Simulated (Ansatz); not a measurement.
Bond-angle distributions (per cent of the angles at each element, bins of 10°) of a relaxed model of amorphous hafnium silicate (Hf6Si14O40) at 4.35 g/cm³. The numbers are results of PBE, scalar-relativistic without spin-orbit coupling (plane waves to 420 eV, PAW; Ansatz, a program for electronic structure), not measurements.

It comes from a melt-quench run on a machine-learned potential (CHGNet), relaxed afterwards by DFT. O atoms were pushed apart under 1.9 Å during the dynamics, to hinder bonds among them. The hot cell started wider than the set density and was brought back towards it in steps. It is the lowest in DFT energy of 2 quenches. It is a model cell: composition and starting density were chosen by hand, and all elements were melted together. No dispersion term was used. Its density started from a set value of 4.35 and ended at 4.35 g/cm³. Cooling (nominally 600 K/ps over its main leg) ran many orders faster than in experiment, which tends to leave more defects and strain. One small periodic cell is one sample of the glass; other quenches scatter about these values. The volume was held where the preparation left it and the shape relaxed, at a PBE pressure of 2.6 GPa. Stress components on the final sampling reach 2.6 GPa.

Cut-offs for bonds: Hf-Hf 3.34 Å, Hf-Si 2.89 Å, Hf-O 2.66 Å, Si-Si 2.60 Å, Si-O 2.08 Å, O-O 1.58 Å. Two cations that share two anions don't count as bonded, nor two that share one unless they lie closer than Hf-Hf 3.25 Å, Hf-Si 2.81 Å, Si-Si 2.38 Å.

| angle (°) | at Hf | at Si | at O |
|---|---|---|---|
| 50-60 | 0 | 0 | 0 |
| 60-70 | 9 | 0 | 0 |
| 70-80 | 12 | 0 | 0 |
| 80-90 | 18 | 5 | 6 |
| 90-100 | 14 | 9 | 11 |
| 100-110 | 15 | 40 | 8 |
| 110-120 | 4 | 40 | 8 |
| 120-130 | 10 | 5 | 24 |
| 130-140 | 5 | 1 | 21 |
| 140-150 | 4 | 0 | 10 |
| 150-160 | 8 | 0 | 2 |
| 160-170 | 1 | 1 | 8 |
| 170-180 | 1 | 0 | 2 |

They go with these counts of neighbours within the cut-offs, cation contacts included: Hf mean 5.7, most often 6; Si mean 4.1, most often 4; O mean 2.3, most often 2.
